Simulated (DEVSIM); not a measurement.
System: abrupt Ge p-n junction, at 300 K.

Layer 1 from the left is Ge, thickness (μm) 0.470, Na (cm⁻³) 1.8e18, τn (s) 1.8e-5, τp (s) 1.8e-5. Layer 2 from the left is Ge, thickness (μm) 10.0, Nd (cm⁻³) 2.2e15, τn (s) 1.8e-5, τp (s) 1.8e-5.

Left contact: ohmic. Right contact: ohmic. Voltage is applied to the left contact. Recombination: SRH at mid-gap, radiative, Auger. Mobility is constant in doping.

The device is made up for the run: typed textbook-type constants, with dimensions and the other settings drawn at random. Values at 300 K.

Ge: gap (eV) 0.664, affinity (eV) 4, permittivity 16, Nc (cm⁻³) 1.04e19, Nv (cm⁻³) 6e18, μn (cm²/Vs) 3900, μp (cm²/Vs) 1900, B (cm³/s) 6.4e-14, Cn (cm⁶/s) 1e-31, Cp (cm⁶/s) 1e-31.

Estimate by hand the built-in potential, the peak field at zero bias, the capacitance at -4 V, and compare with a numerical solution.


- Built-in potential: ni = √(Nc Nv) exp(−Eg/2kT) = 2.09e13 cm⁻³ with Eg = 0.664 eV; Vbi = kT/q ln(Na Nd/ni²) = 0.414 V; numerical 0.414 V.
- Peak field at zero bias: depletion approximation: W = √(2εVbi/(qN)) = 0.577 μm with N = 2.20e15 cm⁻³; field = 2Vbi/W = 14300 V/cm; numerical 63400 V/cm (estimate below by 77 %).
- Capacitance at -4 V: C = √(qεN / 2(Vbi + |V|)) = 7.52 nF/cm²; numerical 7.59 nF/cm² (estimate below by 1.0 %).

Simulated with DEVSIM: 1D drift-diffusion, Boltzmann statistics, complete ionisation; no tunnelling, impact ionisation, image-force lowering or self-heating.
